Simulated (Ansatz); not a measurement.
**SmMg2 (Fd-3m, No. 227)**

Method: LDA (Ansatz, an electronic-structure program, PAW).

Run with plane-wave cutoff 520 eV, 12×12×12 k mesh, Fermi–Dirac smearing 0.05 eV, spin-polarised with parallel moments, scalar-relativistic PAW data made under PBE.

Cell: relaxed at this level.

band gap: none
lattice parameter a: 8.548 Å
bulk modulus B0: 33.5 GPa

Note: the magnetic order was assumed, not searched for or taken from measurement; the 4f shell is treated without U or exact exchange, so its levels and filling can be wrong; the bulk modulus is −V dP/dV from two relaxed cells at ±2 % in volume.

Spin–orbit coupling is not included.

Computed values are for the static lattice.

It cost around 9 core-minutes (rough) of CPU time.
